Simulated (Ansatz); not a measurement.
The starting structures come from a database of crystals and need not be the phases stable at ambient conditions.

 Where the default PAW files enter, the runs use the earlier of Ansatz's two default sets.

The decay constant κ of evanescent states in the gap governs leakage through a thin film.

Given:

```xyz
16
Lattice="4.0224 0.0000 0.0000 0.0000 7.9367 0.0000 0.0136 0.0000 7.6901" Properties=species:S:1:pos:R:3 pbc="T T T"
W      0.2206     5.6808     1.9593
W      3.8155     2.2559     5.7308
W      3.8086     1.7124     1.8858
W      0.2274     6.2243     5.8044
O      0.0146     0.1063     5.7732
O      4.0214     7.8304     1.9169
O      4.0283     4.0746     5.7620
O      0.0078     3.8621     1.9281
O      4.0242     1.9874     3.8330
O      0.0118     5.9494     3.8571
O      0.0050     5.9557     0.0121
O      4.0310     1.9810     7.6781
O      1.9962     2.1418     5.7621
O      2.0398     5.7949     1.9281
O      2.0466     6.1102     5.7731
O      1.9894     1.8266     1.9170
```

Space group of this cell: P2_1/c. The cell is strained (all lengths scaled by 1.02); by PBEsol its mean pressure is -17.7 GPa.

Transport runs along the normal of the first two printed cell vectors.

The gap is the functional's own, uncorrected, and κ follows it; spin-orbit coupling is left out. Mid-gap values are interpolated between the computed energies.

Predict the band gap and the smallest decay constant κ at mid-gap from PBEsol (Ansatz, an electronic-structure program).

Gap 1.27 eV on a 8×4×4 mesh; κ = 0.171 1/Å, at the zone centre.
